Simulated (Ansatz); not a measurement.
Input and report of a finite-temperature phonon run in Ansatz (PBEsol). The cell is fixed at its relaxed static size. Melting and transitions to other phases are not modelled. An odd repeat of the supercell leaves out some zone-boundary points, where instabilities often lie.

Ansatz 0.2 input:
```yaml
crystal:
  lattice:
    - [0.0, 3.1218567041, 3.1218567041]
    - [3.1218567041, 0.0, 3.1218567041]
    - [3.1218567041, 3.1218567041, 0.0]
  atoms:
    - { symbol: Cl, position: [0.0, 0.0, 0.0] }
    - { symbol: K, position: [0.5, 0.5, 0.5] }
kpoints:
  mp_grid: { grid: [6, 6, 6] }
hamiltonian:
  xc: pbesol
  pseudopotentials: { kind: paw }
scf:
  occupations: { method: fixed }
phonons:
  supercell: [3, 3, 3]
  self_consistent:
    temperatures: [300, 600]
    max_frequency_error: 3.0
    max_frames: 240
checkpoint:
  write: run
output:
  stress: true
```

```
--- Phonons at temperature: the self-consistent harmonic approximation ---
  24 frames of 54 atoms (3×3×3 cells), in populations of 8, 8 at 600 K and 8 at 300 K: nothing lacks frames
  of 24 their SCF's own steps read whether they stand on a minimum of the electronic energy; no probe, look outside the group or whole filling of a shell is made of a frame, whatever scf.lower_state_search; one on another minimum than the …
  at 300 K
    the largest error of a frequency is 0.02 times what was asked for; the fitted model misses 1.0 % of the forces, every mode counted alike and far frames for less, of frames that it was not fitted to; the frames count as 8.0 of this …
    softest of the free energy's second derivatives: 48.35 ± 0.03 cm⁻¹ at q 0.3333 0.0000 0.3333; not told ahead of this temperature's last population
    the crystal stands in this phase at this temperature, as far as these wave vectors tell
    the ions' mean positions are those at rest
    free energy -2580.834056 ± 0.000030 eV a cell, of which vibrations -0.092889; entropy 79.416 ± 0.009 J/(mol·K) of cells
      by the supercell's own 159 modes alone, which lack the rigid motions: not to be laid beside figures on a mesh. There are none: the force constants hold no dipole–dipole term between the supercell's wave vectors
      the supercell's own free energy is the best Gaussian's, an upper bound on the crystal's: what lies beyond it on the fitted surface stands below, to be added
    pressure 0.6034 ± 0.0015 GPa; at rest 0.0000, so that the ions' motion makes +0.6033
      stress (GPa, positive in compression): xx 0.6034 ± 0.0015, yy 0.6034 ± 0.0015, zz 0.6034 ± 0.0015, yz -0.0000 ± 0.0000, xz -0.0000 ± 0.0000, xy 0.0000 ± 0.0000
      by the supercell's own 159 modes alone, which lack the rigid motions: in the warmth about 1/54 of what the motion makes, which no ± holds; not to be laid beside figures on a mesh
    beyond the Gaussian, in the hollow that it stands in and those that the ions reach from there, by exact statistics on the surface that is fitted to the frames (rings of 2 beads):
      free energy -0.003214 ± 0.000115 eV a cell
      leaving out a pair of frames, or group of many, changes the fitted energy by up to 0.02 k_B T, T the rings' temperature (one standard deviation); of these ± those of the frequencies lack the bias that few frames leave, and those of …
      pressure +0.0318 ± 0.0025 GPa; with it, by the rings' own mean, 0.6351 ± 0.0029, so that the ions' motion makes +0.6351: by the supercell's own 159 modes alone, as the Gaussian's
      mean square displacement, over the three axes, of site 1 from 0, K, the most changed: 0.06415 ± 0.00030 Å², of which +0.00630 beyond the Gaussian's
      softest frequency by how far the rings' centres move (above zero always: no sign of whether the crystal stands): 48.09 ± 0.05 cm⁻¹ at q 0.3333 0.3333 0.0000
    frequencies (cm⁻¹; below zero: imaginary; ±: error) of the harmonic crystal, of the Gaussian, of the free energy's second derivatives, each in its own ascending order
      q 0.0000 0.0000 0.0000
           138.22      147.25 ±  0.08      135.93 ±  0.16
           138.22      147.25 ±  0.08      135.93 ±  0.16
           138.22      147.25 ±  0.08      135.93 ±  0.16
      q 0.0000 0.0000 0.3333, and 7 like it
            75.82       80.01 ±  0.02       73.17 ±  0.06
            75.82       80.01 ±  0.02       73.17 ±  0.06
           107.11      110.16 ±  0.05      105.71 ±  0.10
           123.99      131.56 ±  0.04      121.14 ±  0.09
           123.99      131.56 ±  0.04      121.14 ±  0.09
           181.38      186.48 ±  0.04      179.27 ±  0.06
      q 0.0000 0.3333 0.3333, and 5 like it
            50.73       48.64 ±  0.03       48.35 ±  0.03
            50.73       48.64 ±  0.03       48.35 ±  0.03
           128.58      136.15 ±  0.04      128.10 ±  0.11
           139.08      141.79 ±  0.08      136.02 ±  0.12
           141.04      150.88 ±  0.05      139.97 ±  0.13
           141.04      150.88 ±  0.05      139.97 ±  0.13
      q 0.0000 0.3333 0.6667, and 11 like it
            85.88       86.17 ±  0.06       82.36 ±  0.07
            88.35       88.35 ±  0.04       85.88 ±  0.05
           119.99      121.83 ±  0.05      117.20 ±  0.05
           123.83      132.52 ±  0.04      122.31 ±  0.07
           138.74      146.42 ±  0.05      137.36 ±  0.17
           144.45      155.01 ±  0.02      144.49 ±  0.17
  at 600 K
    the largest error of a frequency is 0.05 times what was asked for; the fitted model misses 1.3 % of the forces, every mode counted alike and far frames for less, of frames that it was not fitted to; the frames count as 10.6 of this …
    softest of the free energy's second derivatives: 46.62 ± 0.08 cm⁻¹ at q 0.3333 0.0000 0.3333; not told ahead of this temperature's last population
    the crystal stands in this phase at this temperature, as far as these wave vectors tell
    the ions' mean positions are those at rest
    free energy -2581.136714 ± 0.000090 eV a cell, of which vibrations -0.395546; entropy 111.573 ± 0.022 J/(mol·K) of cells
      by the supercell's own 159 modes alone, which lack the rigid motions: not to be laid beside figures on a mesh. There are none: the force constants hold no dipole–dipole term between the supercell's wave vectors
      the supercell's own free energy is the best Gaussian's, an upper bound on the crystal's: what lies beyond it on the fitted surface stands below, to be added
    pressure 1.1044 ± 0.0020 GPa; at rest 0.0000, so that the ions' motion makes +1.1044
      stress (GPa, positive in compression): xx 1.1044 ± 0.0020, yy 1.1044 ± 0.0020, zz 1.1044 ± 0.0020, yz 0.0000 ± 0.0000, xz -0.0000 ± 0.0000, xy -0.0000 ± 0.0000
      by the supercell's own 159 modes alone, which lack the rigid motions: in the warmth about 1/54 of what the motion makes, which no ± holds; not to be laid beside figures on a mesh
    beyond the Gaussian, in the hollow that it stands in and those that the ions reach from there, by exact statistics on the surface that is fitted to the frames (rings of 2 beads):
      free energy -0.011742 ± 0.000512 eV a cell
      leaving out a pair of frames, or group of many, changes the fitted energy by up to 0.05 k_B T, T the rings' temperature (one standard deviation); of these ± those of the frequencies lack the bias that few frames leave, and those of …
      pressure +0.0934 ± 0.0054 GPa; with it, by the rings' own mean, 1.1977 ± 0.0063, so that the ions' motion makes +1.1977: by the supercell's own 159 modes alone, as the Gaussian's
      mean square displacement, over the three axes, of site 1 from 0, K, the most changed: 0.13494 ± 0.00079 Å², of which +0.02245 beyond the Gaussian's
      softest frequency by how far the rings' centres move (above zero always: no sign of whether the crystal stands): 46.02 ± 0.16 cm⁻¹ at q 0.0000 0.6667 0.6667
    frequencies (cm⁻¹; below zero: imaginary; ±: error) of the harmonic crystal, of the Gaussian, of the free energy's second derivatives, each in its own ascending order
      q 0.0000 0.0000 0.0000
           138.22      153.79 ±  0.20      133.53 ±  0.32
           138.22      153.79 ±  0.20      133.53 ±  0.32
           138.22      153.79 ±  0.20      133.53 ±  0.32
      q 0.0000 0.0000 0.3333, and 7 like it
            75.82       83.07 ±  0.04       71.32 ±  0.15
```

Cost: about 70 core-minutes (a rough figure).

Ansatz is a program for electronic structure.
